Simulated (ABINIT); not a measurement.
LDA against PBE in ABINIT: the gap on the mesh of tetrahedral semiconductors

Single points in ABINIT on the same cell and mesh at two levels: PBE (plane waves, PAW (JTH v2.0 PBE PAW)) and LDA (plane waves, PAW (JTH v2.0 LDA PAW)). No measured value is used, so the table compares levels and does not rank them. The number in brackets is the space group.

Here x stands for gap on the mesh, PBE and y for gap on the mesh, LDA.

```
crystal     gap on the mesh, PBE (eV)  gap on the mesh, LDA (eV)  cell as run (Å³/atom)    k mesh  cutoffs
----------  -------------------------  -------------------------  ---------------------  --------  -------
CdSe (186)                      0.617                      0.334                  28.64     5×5×3   544 eV
ZnO (186)                       0.793                      0.723                  11.85     6×6×4   816 eV
ZnSe (216)                      1.351                          ?                  22.43  10×10×10   816 eV
ZnS (216)                       2.084                      1.830                  19.79     7×7×7   816 eV
GaN (186)                       2.327                      2.343                  10.71   10×10×5   707 eV
AlN (216)                       3.484                      3.415                  10.42     9×9×9   707 eV
```

Taking a straight line for y over the 5 complete rows: With u = x - 1.9, the rows have u = -1.2830, -1.1070, 0.1840, 0.4270, 1.5840. Means: u -0.039000, y 1.7290. About the means, the sum of products is 5.8548 and the sum of squares of u is 5.5892; the slope is their ratio. Least squares gives y = 1.7699 + 1.04753·u. Residuals (row less fit): -0.0919, 0.1127, -0.1326, 0.1258, -0.0142; standard error 0.1351 (degrees of freedom: 3). Full agreement would be y = x; this line has slope 1.048 and stands -0.130 eV from it at x = 1.900.

Question: Estimate the missing y (x = 1.351); what did the run itself give?

Answer: u = -0.5490, so y = 1.7699 + 1.04753 × (-0.5490) = 1.195 eV. The calculation gives 1.092 eV, 0.103 eV below the prediction (3.3 % of the range of y in the table). The row lies between fitted rows. From the scatter of the fitted rows alone, a prediction at this place has a standard error of 0.1509 eV, so the miss is 0.7 times that.

Copying x would have missed this row by 0.259. The cells are not relaxed at this level: typed lattice constants and structures from a database of calculations, some with the lattice rescaled by up to 2.5 %. Spin-orbit coupling is off, which matters for the heavier members. Gaps are read on the mesh, which need not hold the band edges; crystals whose gap falls under 0.15 eV in either column are left out. The rows, and the inner row withheld, were drawn at random from non-magnetic crystals of this class with sound runs on fine meshes; tables whose line scatters by over 5 % of the range, or whose columns agree throughout, aren't shown.
